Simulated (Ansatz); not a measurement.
Effect of isotropic strain +1.00 % on InPd

Take InPd in the CsCl type structure (space group Pm-3m, No. 221; a = 3.248 Å; relaxed with 0.1 eV smearing) as the base.

Now apply this change: every lattice vector is stretched by 1.00 %; the atoms relax in the strained cell.

Level of theory: PBEsol in Ansatz (plane waves to 420 eV, PAW, no spin-orbit coupling). Settings: 18×18×18 k-points, 0.1 eV Fermi–Dirac smearing.

The space group remains Pm-3m (No. 221) and the shortest interatomic distance grows by 2.8 pm (281.3 pm → 284.1 pm). The energy grows by 6.2 meV/atom and the pressure goes from zero to -3.7 GPa. The band gap is still zero.

Final structure:

```yaml
crystal:
  lattice:
    - [3.28047, 0.00000, 0.00000]
    - [0.00000, 3.28047, 0.00000]
    - [0.00000, 0.00000, 3.28047]
  atoms:
    - { symbol: In, position: [0.50000, 0.50000, 0.50000] }
    - { symbol: Pd, position: [0.00000, 0.00000, 0.00000] }
```

No phonon test of stability was made. All final runs are without spin polarisation.

Ansatz is an electronic-structure program.
